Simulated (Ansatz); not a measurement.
System: ScIr3 (Pm-3m, No. 221, 4 atoms in the cell; start mp-12593). Method: r²SCAN (PAW; Ansatz, a first-principles code).

Settings: plane-wave cutoff 560 eV, 14×14×14 k mesh, Fermi–Dirac smearing 0.05 eV, no spin polarisation, scalar-relativistic PAW data made under PBE.

Cell (relaxed at this level):

```
Ir3Sc
1.0
    3.91846     0.00000     0.00000
    0.00000     3.91846     0.00000
    0.00000     0.00000     3.91846
Sc Ir
1 3
Direct
  0.00000   0.00000   0.00000
  0.00000   0.50000   0.50000
  0.50000   0.00000   0.50000
  0.50000   0.50000   0.00000
```

Question: Give the computed bulk modulus B0.

Answer: 
- bulk modulus B0 = 264 GPa

Note: the run has no spin polarisation, so it can have missed a magnetic state; the bulk modulus is −V dP/dV from two relaxed cells at ±2 % in volume; the relaxation could not lower the start's symmetry, so the cell can be a saddle point above a distorted one.

Spin–orbit coupling is not included.

The computed numbers hold no vibrational or temperature effects.

It cost about 2.1 core-minutes (a rough figure) of CPU time.

A start named mp-… is a Materials Project structure, which need not be a measured phase.
